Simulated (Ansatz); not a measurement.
Start from ZnO in the wurtzite structure (space group P6_3mc, No. 186).

```xyz
4
Lattice="3.2352 0.0000 0.0000 -1.6176 2.8018 0.0000 0.0000 0.0000 5.2114" Properties=species:S:1:pos:R:3 pbc="T T T"
Zn     1.6176     0.9339     0.0126
Zn     0.0000     1.8678     2.6183
O      1.6176     0.9339     3.2456
O      0.0000     1.8678     0.6399
```

Calculations: plane-wave PAW DFT at the r2SCAN level (Ansatz, a program for electronic structure, 500 eV), no spin-orbit coupling.

Perturbation: full substitution O → S; the structure is relaxed again.

Measured band gap: ZnO 3.6 eV (static lattice; corrected from measurement; as listed in Wei Chen et al., Physical Review Materials (2018)); ZnS 3.91 eV (temperature not stated; as listed in Mehmet Aras, Çetin Kılıç, The Journal of Chemical Physics (2014)).

How well does r2SCAN reproduce the measured shift?

With r2SCAN the band gap moves by +1.54 eV (1.24 → 2.78) against +0.31 eV measured. The two measured values stand on different bases (one corrected, one not), which blurs small differences.

No phonon test of stability was made.
